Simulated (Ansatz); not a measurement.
Functionals compared on a constructed model of the (111) surface of fcc Al, a pseudomorphic layer of Ir in the host's stacking (bottom of the slab: a bare face, its two planes held), in Ansatz (plane waves, PAW). The structure was relaxed with PBE; the other rows are single points on it. Cutoff 420 eV (500 eV for r2SCAN).

Slab: 7 atoms, 13.9 Å thick at the start with caps and adatoms (thin: gaps and levels are the slab's own); k 15x15x1, smearing 0.1 eV, dipole-corrected; 2 atoms held, the rest relaxed; held to the start's symmetry, so lower structures may exist; no spin, no spin-orbit, no U. In PBE it is, or lies within 0.01 eV a 1x1 cell of, the lowest of the 2 structures of its composition computed so far; subsurface sites and larger cells were not tried. These notes are the PBE run's.

```tsv
functional	work function of the top face (eV)	rough cost of the single point
PBE	4.99	–
RPBE	___	around 7 core-seconds (rough)
r2SCAN	4.98	very roughly 16 core-seconds
```

**Question.** Some entries are withheld; supply them.

**Answer.** 
- RPBE, work function of the top face (eV): 4.83

Ansatz is an electronic-structure program.
